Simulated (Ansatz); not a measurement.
Ansatz (a program for electronic structure) run on YFe2 (R3m, 6 atoms in the cell): self-consistent single point.

Method of the run: PBEsol, default PAW files made with PBE (plane waves; Ansatz).

```yaml
crystal:
  lattice:
    - [0.00000, 3.68561, 3.68561]
    - [3.68561, 0.00000, 3.68561]
    - [3.68561, 3.68561, 0.00000]
  atoms:
    - { symbol: Y, position: [0.25392, 0.25392, 0.25392], spin: 1.0 }
    - { symbol: Y, position: [0.00000, 0.00000, 0.00000], spin: 1.0 }
    - { symbol: Fe, position: [0.62500, 0.62500, 0.62500], spin: 4.0 }
    - { symbol: Fe, position: [0.12500, 0.62500, 0.62500], spin: 4.0 }
    - { symbol: Fe, position: [0.62500, 0.62500, 0.12500], spin: 4.0 }
    - { symbol: Fe, position: [0.62500, 0.12500, 0.62500], spin: 4.0 }
```
(The spins are starting values, not results.)

Reference input (self-consistent single point, DFT, PBEsol, plane waves, default PAW files made with PBE): basis.ecutwfc = 420 eV; kpoints.mp_grid.grid = 4 4 4; hamiltonian.xc = pbesol; hamiltonian.pseudopotentials = {kind: paw} (the program's default PAW files); magnetization.spin_polarized = true; scf.occupations.method = gaussian; scf.occupations.width = 0.1 eV. This run's input differs from it in these lines:

Ansatz 0.2 input:
```diff
@@ -15,3 +15,3 @@
 kpoints:
-  mp_grid: { grid: [4, 4, 4] }
+  mp_grid: { grid: [7, 7, 7] }
 hamiltonian:
@@ -22,3 +22,3 @@
 scf:
-  occupations: { method: gaussian, width: 0.1 }
+  occupations: { method: fermi_dirac, width: 0.01 }
 output:
```

The program printed (abridged):

```
SCF iter   1: F=—  HF=-25391.743048 eV  |F-HF|=—  |Δ(HF+E_count)|=         —  Δρ=2.28e-1 (↑2.28e-1 ↓8.68e-2)  dr2=1.92e1  dr2_m=2.16e1  M=6.661 μB ∫|m|=7.962 μB  β_m=0.30  ethr=3.10e-3  ⟨swp⟩=5.2  Hψ=17436  notcnv=0  defer=27
Mixer restart at iter 1: flushing history
all-band conjugate gradients solve this SCF's bands
preconditioner: auto → Kerker (q_TF=auto, 2.660 Å⁻¹)
   [... lines left out ...]
SCF iter  15: F=—  HF=-25385.678112 eV  |F-HF|=—  |Δ(HF+E_count)|=   7.15e-9  Δρ=1.60e-6 (↑1.44e-6 ↓1.60e-6)  dr2=6.76e-9  dr2_m=5.13e-10  M=6.883 μB ∫|m|=9.929 μB  β_m=0.94  ethr=7.01e-11  ⟨swp⟩=2.0  Hψ=6469  notcnv=0  defer=800
SCF iter  16: F=-25385.678112 eV  HF=-25385.678112 eV  |F-HF|=7.38e-8  |Δ(HF+E_count)|=   4.98e-9  Δρ=5.97e-6 (↑2.06e-6 ↓5.97e-6)  dr2=7.76e-8  dr2_m=3.84e-9  M=6.883 μB ∫|m|=9.930 μB  ethr=7.86e-12  ⟨swp⟩=7.1  Hψ=18369  notcnv=0
SCF 1 converged in 16 iterations: F = -25385.678112 eV  dr2 = 7.76e-8
WARN: the starting moments were not kept: 2 of 6 ended reversed and 4 kept their direction, counting a site from 0.1 μB …
Magnetization: 6.8827 μB (46.4413 up, 39.5587 down)
   [... lines left out ...]
Absolute magnetization: 9.9295 μB (∫|ρ↑−ρ↓|, with the PAW one-centre terms)
Free energy (F): -25385.678112 eV
Fermi energy:    14.202861 eV
   [... lines left out ...]
  atom   6  Fe     0.02802717     0.04795795     0.02802717
--- Stress (GPa, compression-positive) ---
       -9.076582      -0.233738      -0.233738
       -0.233738      -9.076582      -0.233738
       -0.233738      -0.233738      -9.076582
  P = ⅓ Tr σ = -9.0766 GPa (-90.766 kbar)
  The stress holds the Pulay correction. Without it, at fixed plane waves, as pw.x and ABINIT print it: P = -9.1188 GPa
```

The run converged in 16 iterations. Against the reference run the free energy goes up by 14.0 meV/atom, the pressure goes from -9.59 to -9.08 GPa, the largest force moves little (0.346 to 0.338 eV/Å) and the size of the net moment stays at 1.15 μB/atom.

The starting cell comes from a database of computed structures (which also holds hypothetical and non-ambient phases and stackings), without a prior relaxation at this level. Its lattice was rescaled by up to half a per cent. One atom was moved a little off its site on purpose. The magnetic order is the one reached from the typed start; others were not searched systematically. The program warned that a starting moment was not kept. With a pressure of about -9 GPa the cell is away from its equilibrium volume at this level. Ansatz's pressure includes its estimate of the finite-basis (Pulay) stress.

Cost on one core of a shared machine: roughly 90 s.
